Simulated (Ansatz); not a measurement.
Sm5Ge3 (P6₃/mcm, No. 193; cell taken from a computed entry), treated with r²SCAN-D4 (Ansatz, a program for electronic structure, plane waves, PAW).

Numerical settings: plane-wave cutoff 500 eV, 6×6×6 k mesh, Fermi–Dirac smearing 0.05 eV, spin-polarised start, scalar-relativistic PAW data made under PBE.

Computed at the level's own relaxed cell.

Q: What does this level give for the volume per atom, lattice constant a and c axis length?

A: 
- volume per atom: 29.10 Å³/atom
- lattice constant a: 8.821 Å
- c axis length: 6.911 Å

Note: the magnetic order was assumed, not searched for or taken from measurement; the relaxation could not lower the start's symmetry, so the cell can be a saddle point above a distorted one; the 4f shell is treated without U or exact exchange, so its levels and filling can be wrong.

Spin–orbit coupling is not included.

Static lattice: no zero-point or thermal effects.
